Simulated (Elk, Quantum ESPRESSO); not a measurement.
Equation of state of CsCl-type RuAl (space group 221): energy against volume (Elk, LDA)

```
CELL_PARAMETERS angstrom
      2.87371     0.00000     0.00000
      0.00000     2.87371     0.00000
      0.00000     0.00000     2.87371
ATOMIC_POSITIONS crystal
  Al 0.50000 0.50000 0.50000
  Ru 0.00000 0.00000 0.00000
```

Computed with Elk with LDA (PW92), all-electron FP-LAPW, Elk's shipped species files, APW+lo basis with extra local orbitals. Settings: rgkmax = 9.12; swidth = 0.00183747 Ha; ngridk = 20 20 20; gmaxvr = 16 1/bohr; nxlo = 2; lorbcnd = true; rmtscf = 0.92; lmaxi = 2; maxscl = 100; sphere radii = {Al: 2.024, Ru: 2.392} bohr. The cell above is the first row's. The rows scale it uniformly. In all rows fractional positions and the k mesh are held. E is the free energy at the stated smearing, counted from the lowest row.

| V (Å^3/atom) | E (meV/atom) |
|---|---|
| 11.866 | ? |
| 12.124 | 35.82 |
| 12.382 | 15.00 |
| 12.640 | 3.36 |
| 12.898 | 0.00 |
| 13.156 | 4.09 |
| 13.414 | 14.82 |
| 13.672 | 31.57 |
| 13.929 | 53.68 |

Question: Using the third-order Birch-Murnaghan form, a cubic in V^(-2/3), estimate the missing E at V = 11.866 from the other rows, showing the fit.

Answer: With u = V^(-2/3) - 0.181, the rows have u = 0.008483, 0.005841, 0.003290, 0.000824, -0.001561, -0.003869, -0.006105, -0.008262. Least squares gives E = 0.597 - 1239.87·u + 631476·u² + 488373·u³. Residuals (row less fit): 0.001, 0.004, -0.010, -0.004, 0.021, 0.002, -0.021, 0.010; standard error 0.017 (degrees of freedom: 4). Its minimum lies at u = 0.000981, so V0 = (0.181981)^(-3/2) = 12.88. There d²E/du² = 1266000 and d³E/du³ = 2930000, so B0 = (4/9) × 12.88^(-7/3) × 1266000 × 0.160218 = 232 GPa (the last factor turns the table's units into GPa), and B0' = 4 + (2/3) × 0.181981 × (2930000)/1266000 = 4.3. At the withheld row, u = 0.011219, so E = 0.597 - 1239.87 × 0.011219 + 631476 × 0.011219² + 488373 × 0.011219³ = 66.858 meV/atom. The calculation gives 66.92 meV/atom, 0.062 meV/atom above the prediction (0.1 % of the range of E in the table). The row lies outside the fitted rows, so this is an extrapolation. From the scatter of the fitted rows alone, a prediction at this place has a standard error of 0.049 meV/atom, so the miss is 1.3 times that.

Carrying the step between the two nearest rows on in a straight line would have given 56.64, off by 10.28; series whose last step already gives the withheld value aren't shown. The scan was laid around a cell of about the measured size, scaled by a guess for this functional. The runs keep the symmetry of the cell, so they don't test it for distortions. A plane-wave scan with the same functional (Quantum ESPRESSO, GBRV) gives V0 = 12.90 Å^3/atom and B0 = 232 GPa; a Birch-Murnaghan fit to all rows here lies -0.1 % from it in V0 and 0 % in B0; the two differ in basis, and may differ in potentials and mesh. Spin polarisation is off. Values depend on the basis (sphere radii, cutoffs, local orbitals), which need not be converged. Sphere radii are the same in all rows. Cutoffs and mesh are single choices, not tested for convergence of this quantity. Series with a scatter that would blur these digits, or in which a gap closes, are not shown. Nor are scans whose minimum lies at an end fitted in this form.
